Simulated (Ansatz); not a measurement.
Take CaO in the rock salt structure (space group Fm-3m, No. 225; a = 4.767 Å) as the base.

Computed with Kohn–Sham DFT with the PBEsol functional, run in Ansatz (a program for electronic structure) with PAW and 420 eV plane waves, without spin-orbit coupling.

For the base:

| Quantity | Value |
|---|---|
| Valley order | X along ⟨100⟩ 3.54 eV; Γ 4.78 eV |

One thing is altered: electron doping at 7.0×10^21 cm⁻³ (0.190 per cell), with a uniform compensating background at fixed cell and a 300 K Fermi–Dirac width.

**Question.** Predict the new valley order and Fermi level from band edge.

**Answer.** The valley order (the lowest conduction-band minima on the path, energy above the VBM, named in the base's zone) becomes X along ⟨100⟩ 3.56 eV; Γ 4.72 eV (base: X along ⟨100⟩ 3.54 eV; Γ 4.78 eV); the Fermi level relative to the doped band's edge (positive inside the band; to 0.05 eV) is +0.95 eV.

Carriers are added with a uniform compensating background; total energy and stress of such cells depend on the potential's zero and are not compared; many-body gap narrowing is missing at this level. The levels and masses belong to the bands next to the band gap. Whether these cells are dynamically stable was not tested. The base started in Cmce and relaxed to Fm-3m at this level.
